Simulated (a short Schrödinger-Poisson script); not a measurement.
System: MOS inversion layer, Si3N4 on p-type Si(100), at 300 K.

From the gate side: 4.3 nm Si3N4; 390 nm Si, acceptors 1.2e18 cm⁻³.

Constants are typed, rounded textbook-type inputs, not results; the design itself was drawn at random and stands for no fabricated device. Si3N4: permittivity 7.5, conduction-band edge (eV) 1.95, gap (eV) 5.1, electron mass (mₑ) 0.5. Si: permittivity 11.7, conduction-band edge (eV) 0, gap (eV) 1.124, Nv at 300 K (cm⁻³) 3.1e19.

Channel valleys (confinement mass, in-plane density-of-states mass, number): Δ2 0.916, 0.19, 2; Δ4 0.19, 0.417, 4. At the gate the conduction-band edge of layer 1 lies 2.1 eV − eVg above the Fermi level of the channel; the field vanishes at the back. Gaps are held at their typed values at every temperature. Mesh 0.03 nm at interfaces.

From a short Schrödinger-Poisson script (our own, NumPy): 1D Poisson equation in equilibrium, electrons quantum, Hartree (BenDaniel-Duke, 12 states a valley, the channel's in-plane mass for all, wave functions ending at the dielectric), parabolic valleys, classical holes, full ionisation, no traps, pinning or gate leakage.

```
Vg (V)  electrons (cm⁻²)  C (μF/cm²)  Δ2 E0 (meV from the Fermi level)  Δ4 E0 (meV from the Fermi level)
------  ----------------  ----------  --------------------------------  --------------------------------
0.5               6.15e9       0.290                             173.4                             254.7
0.6              9.42e10       0.533                             102.1                             186.0
0.7              4.81e11       0.933                              58.7                             145.4
0.8              1.09e12        1.10                              35.7                             125.3
0.9              1.78e12        1.18                              20.8                             113.3
1                2.52e12        1.22                               9.6                             105.0
1.1              3.28e12        1.24                               0.5                              98.6
1.2              4.05e12        1.26                              -7.5                              93.4
1.3              4.84e12        1.28                             -14.6                              89.0
1.4              5.63e12        1.29                             -21.1                              85.1
1.5              6.44e12        1.29                             -27.1                              81.6
1.6              7.24e12        1.30                             -32.8                              78.5
1.7              8.05e12        1.31                             -38.3                              75.6
1.8              8.87e12        1.31                             -43.6                              72.8
1.9              9.69e12        1.32                             -48.6                              70.3
2                1.05e13        1.32                             -53.6                              67.8
```

Gate voltages with under 1e9 electrons/cm² are left out.

**Question.** At Vg = 2 V the lowest Δ2 subband lies at -53.6 meV from the Fermi level. How many electrons does it hold, and what share of all?

**Answer.** The two-dimensional density of states is g m/(πħ²) = 1.59e11 cm⁻² meV⁻¹ (both spins), kT = 25.9 meV, so n = D kT ln(1 + exp(−E/kT)) = 8.99e12 cm⁻², 0.86 of the 1.05e13 cm⁻² in all.

**Question.** Compare the slope of the sheet density between 1.8 and 2 V with the geometric capacitance of the layers between gate and channel.

**Answer.** q Δn/ΔV = 1.31 μF/cm²; ε0/Σ(t/ε) = 1.54 μF/cm². The ratio is 0.85: the channel acts as a further capacitance in series.
